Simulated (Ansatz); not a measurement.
Given:

```
LuP
1.0
   -0.09420     3.01362     3.05535
    3.04752    -0.03820     2.99935
    3.05611     2.96621    -0.04680
P Lu
1 1
Direct
  0.74335   0.75085   0.74932
  0.00665   0.99915   0.00068
```

No spin polarisation.

Level of theory: r2SCAN (Ansatz, a quantum-chemistry and plane-wave program; PAW; 500 eV plane waves; no spin-orbit coupling). Settings: 9×9×9 k-points, 0.05 eV Fermi–Dirac smearing.

### Question
Predict the smallest direct gap, pressure, gap character and band gap.

### Answer
Smallest direct gap: 1.86 eV
Pressure (mean of the normal stresses, compression positive): 0.93 GPa
Gap character: indirect, U → T
Band gap: 1.85 eV

The cells carry an imposed strain or load. Stability against distortions was not tested. The cell was made from LuP in the zinc blende structure (space group F-43m, No. 216; a hypothetical phase, not in the database extracts checked) by this change: strain tensor (xx, yy, zz, yz, xz, xy) = (+0.99, −1.94, −0.58, +0.15, −1.68, −1.40) %.
